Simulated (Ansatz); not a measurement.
# LaFeAsO under a change: pressure −2 GPa

The parent structure is LaFeAsO (space group P4/nmm, No. 129; a = 3.966 Å, c = 8.478 Å; non-magnetic).

Modification: a negative pressure, −2 GPa.

Calculations: Ansatz (a program for electronic structure) PBEsol, spin-orbit coupling left out. Settings: 12×12×6 k-points, 0.05 eV Fermi–Dirac smearing.

```json
[
 {"quantity": "density", "base": "7.11 g/cm³", "changed": "6.97 g/cm³", "shift": "-0.146 g/cm³"},
 {"quantity": "lattice parameter a", "base": "3.966 Å", "changed": "3.984 Å", "shift": "+0.018 Å"},
 {"quantity": "c/a ratio", "base": "2.138", "changed": "2.153", "shift": "+0.0159"},
 {"quantity": "enthalpy H = E + PV relative to the base's energy", "base": "–", "changed": "-0.21 eV/atom", "shift": "–"},
 {"quantity": "band gap", "base": "zero", "changed": "zero", "shift": "–"}
]
```

Load acts through the strain it causes; cell and atoms are relaxed under it. Stability against distortions was not tested. Starting moments died away, wholly or in part, for the base; another magnetic solution may exist. No Hubbard U is applied and the magnetic state is the run's own (LaFeAsO not spin-polarised; LaFeAsO non-magnetic); small cells can't hold the antiferromagnetic order that many such compounds have, so gaps and moments can be off. The final runs are not spin-polarised.
